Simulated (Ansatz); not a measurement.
Partial pair distribution functions of a relaxed model of amorphous Ge₁₂Sb₁₂Te₃₀C₆, broadened by 0.06 Å; density 6.07 g/cm³. Method: PBE-D3(BJ), scalar-relativistic without spin-orbit coupling, PAW (Ansatz default set, large-core Te) (plane waves to 420 eV; Ansatz, a quantum-chemistry and plane-wave program).

It comes from a melt-quench run on a machine-learned potential (CHGNet), relaxed afterwards by DFT. The hot cell started wider than the set density and was brought back towards it in steps. It is the lowest in DFT energy of 3 quenches. It is a model cell: composition and starting density were chosen by hand, and all elements were melted together. The geometry includes D3(BJ) dispersion. Its density started from a set value of 5.72 and ended at 6.07 g/cm³. Cooling (nominally 150 K/ps over its main leg) ran many orders faster than in experiment, which tends to leave more defects and strain. A cell of this size samples the disorder only roughly. Volume and shape were free in the relaxation. On a 2×2×2 Γ-centred mesh force components of up to 0.19 eV/Å stay, since the relaxation ran on one k-point at (1/4, 1/4, 1/4).

```csv
r (Å),g Sb-Te,g Ge-Te,g Ge-Ge,g Sb-Sb
2.40,0.00,0.00,0.00,0.00
2.50,0.00,0.24,0.13,0.00
2.60,0.00,2.54,1.48,0.00
2.70,0.16,4.12,1.39,0.00
2.80,2.27,3.72,1.63,0.00
2.90,5.37,2.34,0.46,0.00
3.00,3.65,1.45,0.05,0.00
3.10,2.08,0.61,0.81,0.00
3.20,2.33,0.25,1.68,0.00
3.30,2.24,0.52,3.68,0.00
3.40,1.61,1.19,2.50,0.09
3.50,1.44,1.49,1.79,0.86
3.60,1.40,1.12,1.13,0.54
3.70,0.80,0.27,0.39,0.20
3.80,1.00,0.64,2.02,0.98
3.90,0.90,0.84,1.82,1.16
4.00,0.57,0.86,0.79,1.14
4.10,0.97,1.18,0.10,1.08
4.20,1.31,1.17,0.82,1.01
4.30,0.98,0.98,1.96,0.43
4.40,0.79,0.54,2.12,0.71
4.50,0.73,0.46,1.70,1.17
4.60,0.91,0.81,0.74,1.46
4.70,0.71,1.03,0.93,1.23
4.80,0.64,0.98,0.28,1.34
4.90,0.31,0.52,0.01,0.76
5.00,0.31,0.80,0.00,1.25
5.10,0.64,0.74,0.20,1.06
5.20,0.68,0.85,0.91,1.15
5.30,0.66,1.01,0.29,2.09
5.40,0.45,1.38,0.40,1.01
5.50,0.66,1.26,0.97,1.59
```

Within 3.42 Å each Sb has 4.00 Te neighbours on average.
